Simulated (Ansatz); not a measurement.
The starting structures come from a database of crystals and need not be the phases stable at ambient conditions.

The decay constant κ of evanescent states in the gap governs leakage through a thin film.

Data:

```
InP
1.0
    4.08475     0.00000     0.00000
    0.00000     6.70319     0.00000
    2.04237     0.00000     3.60969
In P
2 2
Cartesian
  4.08475   3.35025   2.40646
  2.04237   6.70185   1.20323
  4.08475   0.83924   2.40646
  2.04237   4.19083   1.20323
```

Space group of this cell: Cmc2_1. The cell is strained (lengths across the current scaled by 0.98, ions clamped); by r2SCAN its mean pressure is 3.2 GPa.

Transport runs along the normal of the first two printed cell vectors.

The gap is the functional's own. No spin-orbit coupling. Mid-gap values are interpolated on the energy grid.

Estimate the band gap and the smallest decay constant κ at mid-gap that r2SCAN (Ansatz, a first-principles code) returns for this system.

Gap 1.33 eV on a 8×6×8 mesh; κ = 0.092 1/Å, at the zone centre.
